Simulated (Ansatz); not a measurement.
**A computed series for Tb: element substitutions**

Take Tb in the hcp (Mg type) structure (space group P6_3/mmc, No. 194; a = 3.4707 Å, c = 5.5709 Å; ferromagnetic) as the base.

Each row replaces one element on all its sites; cell and atoms are relaxed.

Calculations: PBEsol in Ansatz (plane waves to 420 eV, PAW, no SOC), earlier PAW set.

Candidates:
(a) Tb → Lu
(b) Tb → Ca
(c) Tb → Tm

Before the change:

| Item | Value |
|---|---|
| Shortest interatomic distance | 343.1 pm |

Order them by shortest interatomic distance, highest first.

(b) Tb → Ca (384.9 pm), (c) Tb → Tm (353.6 pm), (a) Tb → Lu (333.3 pm)

The magnetic state is the one reached from the starting moments; the real material's order can differ, and small cells can't hold many antiferromagnetic ones. The 4f electrons are in the valence with no U and their state was not checked, so volumes and moments can be off. Stability against distortions was not tested. This is not the structure that Ca has at room temperature and ambient pressure.

Ansatz is a program for electronic structure.
